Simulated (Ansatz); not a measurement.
The starting structures come from a database of crystals and need not be the phases stable at ambient conditions.

 Where the default PAW files enter, the runs use the earlier of Ansatz's two default sets.

Inside the gap of an insulator the Bloch states are evanescent, with a wavenumber k + iκ along the transport direction.

Consider the following.

```
CELL_PARAMETERS angstrom
      3.90759     0.00000     0.00000
      1.95379    10.22617     0.00000
      1.95380     0.37329     3.36342
ATOMIC_POSITIONS crystal
  Y  0.37981 0.86057 0.37981
  Y  0.62019 0.13943 0.62019
  Zn 0.19622 0.41135 0.19622
  Zn 0.80378 0.58865 0.80378
  P  0.88809 0.33572 0.88809
  P  0.11191 0.66428 0.11191
  O  0.30528 0.08417 0.30528
  O  0.69472 0.91583 0.69472
```

Space group of this cell: R-3m. The cell is taken as given; by r2SCAN its mean pressure is -2.7 GPa.

Transport runs along the normal of the first two printed cell vectors, the (101) plane of the conventional cell.

The gap is the functional's own. No spin-orbit coupling. Mid-gap values are interpolated on the energy grid.

Q: Predict the band gap and the smallest decay constant κ at mid-gap from r2SCAN run with Ansatz (a program for electronic structure).

A: Gap 1.63 eV on a 10×10×10 mesh; κ = 0.153 1/Å, at (0.000, 0.500) of the in-plane reciprocal vectors. At the zone centre, at the nearest computed energy, the slowest state has κ = 0.16 1/Å.
